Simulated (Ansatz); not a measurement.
WSi$_{2}$ (space group I4/mmm, No. 139)

Space group I4/mmm (No. 139); a = 3.203 Å, b = 3.203 Å, c = 7.816 Å, α = 90.00°, β = 90.00°, γ = 90.00°

| atom | site | symmetry | x | y | z |
|---|---|---|---|---|---|
| W | 2a | 4/mmm | 0.0000 | 0.0000 | 0.0000 |
| Si | 4e | 4mm | 0.0000 | 0.0000 | 0.3345 |
(The calculation used a cell of 3 atoms; values per cell refer to that cell.)

Calculations: PBEsol/PAW in Ansatz (a quantum-chemistry and plane-wave program), no SOC. Settings: 20×20×20 k-points, 0.05 eV Fermi–Dirac smearing.

| Quantity | Result |
|---|---|
| Volume per atom | 13.36 Å³ |
| Density | 9.94 g/cm³ |
| Band gap | zero |
| Total energy | -3833.632 eV/atom (σ→0; compares only within this code and set-up) |

No phonon test of stability was made. All final runs are without spin polarisation.
